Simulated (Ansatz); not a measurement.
# What pressure 3 GPa does to hypothetical diamond Rh

Take Rh in the diamond structure (space group Fd-3m, No. 227; a = 5.433 Å; a hypothetical phase, not in the database extracts checked) as the base.

Perturbation: a hydrostatic pressure of 3 GPa.

Computed with PBEsol (Ansatz, a first-principles code; PAW; 420 eV plane waves; without spin-orbit coupling). Γ-centred 15×15×15 mesh, Fermi–Dirac width 0.05 eV.

The volume per atom shrinks by 0.38 Å³ to 19.67 Å³ and the density rises by 0.165 g/cm³, from 8.52 g/cm³ to 8.69 g/cm³. The lattice parameter a decreases by 3.45 pm, from 543.3 pm to 539.9 pm and the shortest interatomic distance shrinks by 1.5 pm (235.3 pm → 233.8 pm). The enthalpy H = E + PV relative to the base's energy comes out as +0.37 eV/atom and the band gap remains zero.

Load acts through the strain it causes; cell and atoms are relaxed under it. Whether these cells are dynamically stable was not tested. All final runs are without spin polarisation. Rh has a high density of states at the Fermi level and may be magnetic at this level.
